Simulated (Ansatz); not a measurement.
## TaGe2 (P6₂22, No. 180, 9 atoms in the cell; start mp-7558)

These are PBEsol in Ansatz (plane waves, PAW) values and carry that method's errors.

Run with plane-wave cutoff 500 eV, 12×12×6 k mesh (along the axes of the cell as run), Fermi–Dirac smearing 0.05 eV, scalar-relativistic PAW data made under PBE.

Cell (relaxed at this level):

Space group P6₂22 (No. 180); a = b = 4.941 Å, c = 6.732 Å, α = β = 90.00°, γ = 120.00°

```
atom  site  symmetry       x       y       z
----  ----  --------  ------  ------  ------
Ta      3d       222  0.5000  0.0000  0.5000
Ge      6j       ..2  0.3281  0.1640  0.1667
```

- band gap = none

Note: the relaxation could not lower the start's symmetry, so the cell can be a saddle point above a distorted one.

Spin–orbit coupling is not included.

Computing time: around 7 core-minutes (rough).

A start named mp-… is a Materials Project structure, which need not be a measured phase.

Ansatz is a program for electronic structure.
